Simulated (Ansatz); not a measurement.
Cost and result by functional for the adsorption energy of O on the 1x1 (111) surface of fcc Ir, one in a 2x2 cell, started at the site 'bridge Ir-Ir (span 2.7 Å)', in Ansatz (plane waves, PAW). Single points on the PBE structure, on one kind of machine; costs are rough ratios of the slab run's core time (references not counted) to the cheapest single point. r2SCAN's cost holds its higher cutoff (500 against 420 eV). Differences are taken against r2SCAN for comparison alone: no measured value is at hand, so the table doesn't rank accuracy.

Set-up: 17 atoms, 6.6 Å thick at the start under the adsorbate (thin: gaps and levels are the slab's own); mesh 6x6x1; 0.1 eV smearing; dipole correction on; 8 atoms held, the rest relaxed; symmetry of the start imposed; no spin, no spin-orbit, no U, no dispersion correction. At the end it is bonded to 3 Ir. In PBE it is, or lies within 0.03 eV of, the lowest of the starts that converged. These notes are the PBE run's. Adsorption energies are against ½ O2(g). A negative adsorption energy means that the adsorbate is more stable on the surface than in its reference.

```tsv
functional	relative cost	adsorption energy (eV)	less r2SCAN (eV)
RPBE	1	-1.38	0.44
r2SCAN	2	-1.82	0.00
PBE (the relaxed run's value)	–	-1.65	0.17
```

The values span 0.44 eV, while the single points' costs differ by a factor of roughly 2. Differences are of unrounded values.

Ansatz is a quantum-chemistry and plane-wave program.
